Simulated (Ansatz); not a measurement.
L1₂ (Cu3Au-type) Ni3Si was calculated with revPBE (Ansatz, a program for electronic structure, PAW).

Numerical settings: plane-wave cutoff 520 eV, 16×16×16 k mesh, Fermi–Dirac smearing 0.05 eV, no spin polarisation, scalar-relativistic PAW data made under PBE.

Cell (relaxed at this level):

```cif
data_Ni3Si
_chemical_formula_sum 'Si1 Ni3'
_space_group_name_H-M_alt 'P 1'
_space_group_IT_number 1
_cell_length_a 3.52593
_cell_length_b 3.52593
_cell_length_c 3.52593
_cell_angle_alpha 90.000
_cell_angle_beta 90.000
_cell_angle_gamma 90.000
loop_
_space_group_symop_operation_xyz
  'x, y, z'
loop_
_atom_site_label
_atom_site_type_symbol
_atom_site_fract_x
_atom_site_fract_y
_atom_site_fract_z
_atom_site_occupancy
Si1 Si 0.00000 0.00000 0.00000 1
Ni1 Ni 0.00000 0.50000 0.50000 1
Ni2 Ni 0.50000 0.00000 0.50000 1
Ni3 Ni 0.50000 0.50000 0.00000 1
```

**Question.** Give the computed bulk modulus and pressure derivative B′ of the bulk modulus.

**Answer.** 
- bulk modulus = 202 GPa
- pressure derivative B′ of the bulk modulus = 4.8

The run finds no gap.

The computed numbers hold no vibrational or temperature effects.

Computing time: around 110 core-seconds (rough).
